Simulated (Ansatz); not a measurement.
**WSi2, pressure series**

The reference is WSi₂ (space group I4/mmm, No. 139; a = 3.2294 Å, c = 7.8677 Å).

Cell and atoms are relaxed at each pressure.

Computed with Ansatz (a program for electronic structure) PBE, no spin-orbit coupling, earlier PAW set.

Candidates:
(a) pressure 50 GPa
(b) pressure 15 GPa
(c) pressure 30 GPa
(d) pressure −2 GPa

Base values:

c/a ratio: 2.436

Problem. Order them by c/a ratio, highest first.

Solution. (a) pressure 50 GPa (2.468), (c) pressure 30 GPa (2.457), (b) pressure 15 GPa (2.447), (d) pressure −2 GPa (2.435)

Load acts through the strain it causes; cell and atoms are relaxed under it. No phonon test of stability was made. Competing high-pressure phases were not computed. The final runs are not spin-polarised.
